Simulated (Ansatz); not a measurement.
The starting structures come from a database of crystals and need not be the phases stable at ambient conditions.

Consider the following.

```yaml
crystal:
  lattice:
    - [5.89288, 0.00000, 0.00000]
    - [1.03833, 9.35779, 0.00000]
    - [-0.34065, -1.52872, 5.56941]
  atoms:
    - { symbol: Cs, position: [0.14740, 0.28360, 0.47160] }
    - { symbol: Cs, position: [0.85260, 0.71640, 0.52840] }
    - { symbol: Cs, position: [0.27380, 0.98530, 0.78290] }
    - { symbol: Cs, position: [0.72620, 0.01470, 0.21710] }
    - { symbol: Li, position: [0.82120, 0.55840, 0.92630] }
    - { symbol: Li, position: [0.17880, 0.44160, 0.07370] }
    - { symbol: Li, position: [0.41560, 0.57450, 0.69190] }
    - { symbol: Li, position: [0.58440, 0.42550, 0.30810] }
    - { symbol: Ti, position: [0.31930, 0.70860, 0.13820] }
    - { symbol: Ti, position: [0.68070, 0.29140, 0.86180] }
    - { symbol: O, position: [0.42460, 0.29190, 0.02500] }
    - { symbol: O, position: [0.57540, 0.70810, 0.97500] }
    - { symbol: O, position: [0.13800, 0.59580, 0.90060] }
    - { symbol: O, position: [0.86200, 0.40420, 0.09940] }
    - { symbol: O, position: [0.20450, 0.89730, 0.25950] }
    - { symbol: O, position: [0.79550, 0.10270, 0.74050] }
    - { symbol: O, position: [0.36070, 0.60290, 0.36890] }
    - { symbol: O, position: [0.63930, 0.39710, 0.63110] }
```

Space group of this cell: P-1. The cell is taken as given.

Transport runs along the normal of the first two printed cell vectors.

The gap is the functional's own, uncorrected, and κ follows it; spin-orbit coupling is left out. Mid-gap values are interpolated between the computed energies.

Problem. Give the band gap and the smallest decay constant κ at mid-gap that r2SCAN (Ansatz, an electronic-structure program) yields.

Solution. Gap 4.69 eV on a 6×4×6 mesh; κ = 0.469 1/Å, at the zone centre.
